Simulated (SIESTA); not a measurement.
## Short convergence ladders for a (001) slab of Ge2Mo (cut from a parent of space group no. 139; 6 atoms in the cell)

```
CELL_PARAMETERS angstrom
      3.33679     0.00000     0.00000
      0.00000     3.33679     0.00000
      0.00000     0.00000    20.77391
ATOMIC_POSITIONS crystal
  Ge 0.50000 0.50000 0.66304
  Ge 0.00000 0.00000 0.33696
  Mo 0.00000 0.00000 0.59901
  Ge 0.00000 0.00000 0.46502
  Ge 0.50000 0.50000 0.53498
  Mo 0.50000 0.50000 0.40099
```

Base method: SIESTA 5.4.2 with LDA PW92, numerical atomic orbitals DZP, PseudoDojo LDA standard norm-conserving potentials (rewritten from UPF to PSML).

Base settings: XC.functional = LDA; XC.authors = PW92; potentials = PseudoDojo LDA standard; PAO.BasisSize = DZP; PAO.EnergyShift = 0.005 Ry; MeshCutoff = 350 Ry; kgrid.MonkhorstPack = 5 5 1; OccupationFunction = MP; OccupationMPOrder = 0; ElectronicTemperature = 100 meV.

**The vacuum**

The mesh stays at the base's, so the ladder's end is converged at best in this setting alone.

Only quantities that move along the ladder and can be compared are tabulated; forces are left out, as grid noise moves with the cell.

```csv
vacuum between outermost atoms (Å),free energy less the last step's (meV/atom)
3.0,-102.12
5.0,-9.57
7.0,0.07
10.0,0.01
14.0,0.03
30.0,0.00
```

Smallest vacuum between outermost atoms (Å) that holds the free energy within 2 meV/atom of the last step, with all finer ones: 7.0; the step before is off by 9.6 meV/atom.

**The k-point mesh**

Only quantities that move along the ladder and can be compared are tabulated.

| kgrid.MonkhorstPack | free energy less the last step's (meV/atom) | largest difference of a force vector from the last step's (eV/Å) |
|---|---|---|
| 2 2 1 | 99.08 | 2.309 |
| 4 4 1 | 12.79 | 0.197 |
| 5 5 1 | 7.12 | 0.115 |
| 7 7 1 | 2.94 | 0.087 |
| 25 25 1 | 0.00 | 0.000 |

Coarsest kgrid.MonkhorstPack that holds the free energy within 5 meV/atom: not settled: the last two steps still differ by 2.9 meV/atom, over half the tolerance, so the ladder does not show it.

Coarsest kgrid.MonkhorstPack that holds the forces within 0.02 eV/Å: not settled: the last two steps still differ by 0.087 eV/Å, over half the tolerance, so the ladder does not show it.

On the base run: the starting cell comes from a database of computed structures (which also holds hypothetical and non-ambient phases and stackings), without a prior relaxation at this level. The slab is cut from that crystal, and its faces are unrelaxed. Its lattice was rescaled by up to half a per cent. Spin polarisation is off. Values carry the incompleteness of an atom-centred basis. Without a gap this mesh is coarse (it stands for a supercell whose shortest in-plane vector is 17 Å).
